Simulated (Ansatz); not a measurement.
Band structure of a (100) slab of KTiCu3Se4 (cut from a parent of space group no. 215; 18 atoms in the cell).

```
Cu3KTiSe4
1.0
    6.07996     0.00000     0.00000
    0.00000     6.07996     0.00000
    0.00000     0.00000    26.48670
K Ti Cu Se
2 2 6 8
Direct
  0.50000   0.50000   0.30204
  0.50000   0.50000   0.53159
  0.00000   0.00000   0.41681
  0.00000   0.00000   0.64636
  0.50000   0.00000   0.41681
  0.00000   0.00000   0.30204
  0.00000   0.50000   0.41681
  0.50000   0.00000   0.64636
  0.00000   0.00000   0.53159
  0.00000   0.50000   0.64636
  0.22479   0.22479   0.46841
  0.77521   0.77521   0.46841
  0.77521   0.22479   0.36521
  0.22479   0.77521   0.36521
  0.22479   0.22479   0.69796
  0.77521   0.77521   0.69796
  0.77521   0.22479   0.59476
  0.22479   0.77521   0.59476
```

Level of theory: LDA (PW92), default PAW files made with PBE (plane waves; Ansatz, a first-principles code).

Settings: kpoints.mp_grid.grid = 3 3 1; hamiltonian.xc = lda; hamiltonian.pseudopotentials = {kind: paw} (the program's default PAW files); scf.occupations.method = cold; scf.occupations.width = 0.1 eV; kpoints.band_path.path = [[0.5, 0.5, 0.0], [0.0, 0.0, 0.0], [0.0, 0.5, 0.0], [0.5, 0.5, 0.0]]; kpoints.band_path.npoints = 6; efield.axis = 3; efield.dipole_correction = true.

The starting cell comes from a database of computed structures (which also holds hypothetical and non-ambient phases and stackings), without a prior relaxation at this level. The slab is cut from that crystal, and its faces are unrelaxed. Spin polarisation is off, so a magnetic state, if there is one, cannot be reached.

Levels in eV from the Fermi level, bands 139 to 146:
```json
[
 {"point": "M", "139": "-0.72", "140": "-0.22", "141": "0.14", "142": "0.14", "143": "0.24", "144": "1.28", "145": "1.31", "146": "1.48"},
 {"point": "Γ", "139": "-0.82", "140": "-0.61", "141": "-0.37", "142": "-0.29", "143": "-0.24", "144": "0.78", "145": "1.03", "146": "1.31"},
 {"point": "X", "139": "-0.84", "140": "-0.65", "141": "-0.30", "142": "-0.01", "143": "0.04", "144": "0.99", "145": "1.35", "146": "1.40"}
]
```

Bands cross the Fermi level along this path, so the cell is metallic at this level.

Keys are those of Ansatz 0.2.
